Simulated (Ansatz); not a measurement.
# AlN, response to strain

Consider AlN in the zinc blende structure (space group F-43m, No. 216; a = 4.3423 Å). Axes: x, y, z lie along the cube axes.

Strains are applied to the cell and any free atomic positions relax; under biaxial strain the out-of-plane vector relaxes too.

All numbers come from DFT with LDA, PAW potentials and a 420 eV plane-wave cutoff in Ansatz (a program for electronic structure), no spin-orbit coupling.

| biaxial strain, plane normal [001], relaxed out of plane (%) | out-of-plane strain (%) |
|---|---|
| -3 | 3.08 |
| -2.5 | 2.59 |
| -2 | 2.10 |
| -1.5 | 1.59 |
| -1 | ? |
| -0.5 | 0.55 |
| 0 | 0.00 |

Problem. Fit ε⊥ = −νε + γε² (strains in %) to the rows shown and predict the withheld row.

Solution. Least squares on the printed values gives ν = 1.10 (the biaxial Poisson response) and γ = -0.024 (largest residual 0.01 %); this predicts 1.07 %, and the run gives 1.08 %, in agreement.

No phonon test of stability was made. This is not the structure that AlN has at room temperature and ambient pressure.
